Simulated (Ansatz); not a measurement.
```
PbF2
1.0
    0.00000     2.94934     2.96408
    2.94934     0.00000     2.96408
    2.94934     2.94934     0.00000
Pb F
1 2
Direct
  0.00000   0.00000   0.00000
  0.25000   0.25000   0.25000
  0.75000   0.75000   0.75000
```

No spin polarisation.

Calculations: plane-wave PAW DFT at the PBEsol level (Ansatz, a program for electronic structure, 420 eV), no SOC. k-mesh 10×10×10 (Γ-centred); smearing 0.05 eV (Fermi–Dirac).

### Question
Estimate the stress (xx, yy, zz, yz, xz, xy; compression positive).

### Answer
(-0.30, -0.30, -0.57, 0.00, 0.00, 0.00) GPa.

### Question
What space group does the calculation give?

### Answer
I4/mmm (No. 139).

The cells carry an imposed strain or load. Stability against distortions was not tested. The cell was made from PbF2 in the fluorite structure (space group Fm-3m, No. 225) by this change: uniaxial strain ε_zz = +0.50 %.
